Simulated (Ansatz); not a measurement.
H on the 1x1 (110) surface of bcc Mo, one in a 2x1 cell, energies for each (14.1 Å²). Energies are against ½ H2(g), without zero-point or thermal terms; each row is named by its start.

Calculation: PBE (plane waves to 420 eV, PAW; Ansatz, an electronic-structure program).

Q: Which site binds most strongly?
(A) bridge Mo-Mo (span 2.7 Å)
(B) hollow Mo-Mo-Mo
(C) top Mo
(D) bridge Mo-Mo (span 3.2 Å)

A: B, hollow Mo-Mo-Mo. Adsorption energies: hollow Mo-Mo-Mo -0.75 eV; bridge Mo-Mo (span 2.7 Å) -0.66 eV; bridge Mo-Mo (span 3.2 Å) -0.56 eV; top Mo 0.07 eV.
